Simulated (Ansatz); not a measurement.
Levels about the gap of amorphous Si24O47H (72 atoms in a cell of 1080 Å³, 2.19 g/cm³; zone centre alone, so wide bands show as single levels with stretches between that a denser mesh fills), at the geometry that PBE relaxed, where it gives 0.7 GPa on a denser mesh. The participation number counts the atoms over which a state spreads; weights are charges in smoothed Voronoi cells. The levels come from a single point, so bond lengths are those of that geometry. Method of the levels: PBE, scalar-relativistic without spin-orbit coupling (Ansatz, a quantum-chemistry and plane-wave program). Sampling: the zone centre alone; Fermi-Dirac width 0.02 eV; collinear spin, started from a total moment of 1 μB (at the end a net moment of 1.0 μB). The usual formal charges leave 3 electrons over, so the level spacing at the Fermi energy parts defect or band states and needn't be the band gap. In the spin-polarised cell the level spacing at the Fermi energy can part levels of unlike spin. At PBE the levels at both edges of the gap are localised (band-tail or defect states), and the nearest spread-out levels lie 5.6 eV apart at the zone centre.

A CHGNet melt-quench gave the starting glass, which DFT then relaxed. O atoms were pushed apart under 1.9 Å during the dynamics, to hinder bonds among them. The hot cell started wider than the set density and was brought back towards it in steps. It is the lowest in DFT energy of 2 quenches. It is a model cell: composition and starting density were chosen by hand, and all elements were melted together. No dispersion term was used. Its density started from a set value of 2.19 and ended at 2.19 g/cm³. The quench (nominally 530 K/ps over its main leg) was far faster than any real one, so the model tends to hold more defects than a real film. One small periodic cell is one sample of the glass; other quenches scatter about these values. The volume was held where the preparation left it, at a PBE pressure of 0.7 GPa. Stress components on the final sampling reach 1.6 GPa. Cycles of charging lowered its energy after that relaxation.

| E - E(highest filled), eV | filling | spin | participation number | largest on | weight O | weight Si | weight H |
|---|---|---|---|---|---|---|---|
| -2.89 | filled | up | 19.4 | O, 2 neighbours | 0.96 | 0.04 | 0.00 |
| -2.89 | filled | dn | 21.0 | O, 2 neighbours | 0.96 | 0.04 | 0.00 |
| -2.79 | filled | up | 16.4 | Si, 3 neighbours | 0.75 | 0.24 | 0.00 |
| -2.78 | filled | dn | 8.7 | O, 2 neighbours | 0.95 | 0.03 | 0.02 |
| -2.77 | filled | up | 13.6 | O, 2 neighbours | 0.88 | 0.11 | 0.01 |
| -2.53 | filled | dn | 7.2 | Si, 3 neighbours | 0.55 | 0.45 | 0.00 |
| 0.00 | filled | up | 3.8 | Si, 3 neighbours | 0.34 | 0.66 | 0.00 |
| 1.33 | empty | dn | 3.7 | Si, 3 neighbours | 0.33 | 0.67 | 0.00 |
| 2.82 | empty | up | 67.0 | O, 2 neighbours | 0.71 | 0.27 | 0.02 |
| 2.83 | empty | dn | 66.8 | O, 2 neighbours | 0.71 | 0.27 | 0.02 |
| 3.20 | empty | up | 6.1 | Si, 3 neighbours | 0.43 | 0.57 | 0.00 |
| 3.41 | empty | dn | 6.7 | Si, 3 neighbours | 0.44 | 0.56 | 0.00 |
| 3.82 | empty | up | 10.3 | Si, 3 neighbours | 0.50 | 0.50 | 0.00 |
| 4.00 | empty | dn | 13.2 | Si, 3 neighbours | 0.54 | 0.46 | 0.00 |

Most localised among these is the empty level at +1.33 eV, on a Si atom, which has 3 neighbours (O 1.65 Å, O 1.70 Å, Si 2.51 Å).
